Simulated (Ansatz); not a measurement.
Input:

End structure of a constructed model of the (100) surface of fcc Pd, a layer of In in place of the second plane (bottom of the slab: a bare face, its two planes held):

```yaml
crystal:
  lattice:
    - [2.78861, 0.00000, 0.00000]
    - [0.00000, 2.78861, 0.00000]
    - [0.00000, 0.00000, 26.00000]
  atoms:
    - { symbol: Pd, position: [0.50000, 0.50000, 0.30971] }
    - { symbol: Pd, position: [0.00000, 0.00000, 0.38555] }
    - { symbol: Pd, position: [0.50000, 0.50000, 0.46165] }
    - { symbol: Pd, position: [0.00000, 0.00000, 0.53983] }
    - { symbol: In, position: [0.50000, 0.50000, 0.61754] }
    - { symbol: Pd, position: [0.00000, 0.00000, 0.69307] }
```

Set-up: 6 atoms, 9.9 Å thick at the start (thin: gaps and levels are the slab's own); mesh 13x13x1; 0.1 eV smearing; dipole correction on; 2 atoms held, the rest relaxed; symmetry of the start imposed; no spin, no spin-orbit, no U. It is one candidate, not shown to be the stable structure of the face.

Predict the work function of the top face from PBE (Ansatz, an electronic-structure program).

4.63 eV
